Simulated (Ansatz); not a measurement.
Base system: Pd in the fcc (Cu type) structure (space group Fm-3m, No. 225; a = 3.8777 Å; relaxed with 0.1 eV smearing). Axes: x, y, z lie along the cube axes.

The values are results of Ansatz (an electronic-structure program) PBEsol, no spin-orbit coupling, not measurements.

Strains are applied to the cell and any free atomic positions relax; under biaxial strain the out-of-plane vector relaxes too.

One change was made to it. Results:

The volume per atom goes up by 0.07 Å³, from 14.58 Å³ to 14.65 Å³; the pressure (mean of the normal stresses, compression positive) goes from zero to -1.0 GPa.

### Question
Which change produced these results?
(A) biaxial strain +1.00 %, plane normal [001], relaxed out of plane
(B) biaxial strain −0.50 %, plane normal [001], relaxed out of plane
(C) biaxial strain +3.00 %, plane normal [001], relaxed out of plane

### Answer
A, biaxial strain +1.00 %, plane normal [001], relaxed out of plane. For comparison, the pressure in the other runs: biaxial strain −0.50 %, plane normal [001], relaxed out of plane gives 0.6 GPa; biaxial strain +3.00 %, plane normal [001], relaxed out of plane gives -2.4 GPa.

Whether these cells are dynamically stable was not tested. The final runs are not spin-polarised.
